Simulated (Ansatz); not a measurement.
Results of r²SCAN in Ansatz (plane waves, PAW) for CuI (P-3m1, No. 164, 4 atoms in the cell; start mp-570081; a measured phase of this formula has another space group).

Run with plane-wave cutoff 500 eV, 12×12×6 k mesh (along the axes of the cell as run), Fermi–Dirac smearing 0.05 eV, no spin polarisation, scalar-relativistic PAW data made under PBE.

Cell (relaxed at this level):

```
CuI
1.0
    4.13710     0.00000     0.00000
   -2.06855     3.58283     0.00000
    0.00000     0.00000     7.47382
Cu I
2 2
Direct
  0.66667   0.33333   0.59098
  0.33333   0.66667   0.40902
  0.33333   0.66667   0.75441
  0.66667   0.33333   0.24559
```

### Question
Predict the band gap.

### Answer

- band gap = 2.14 eV (on the SCF k mesh)

Note: the relaxation could not lower the start's symmetry, so the cell can be a saddle point above a distorted one; the cell has widely spaced layers and the level no dispersion term, so their spacing and the moduli can rest on weak binding.

Spin–orbit coupling is not included; with these elements it can move the gap by several tenths of an eV or more.

Computed values are for the static lattice.

A start named mp-… is a Materials Project structure, which need not be a measured phase.

Ansatz is an electronic-structure program.
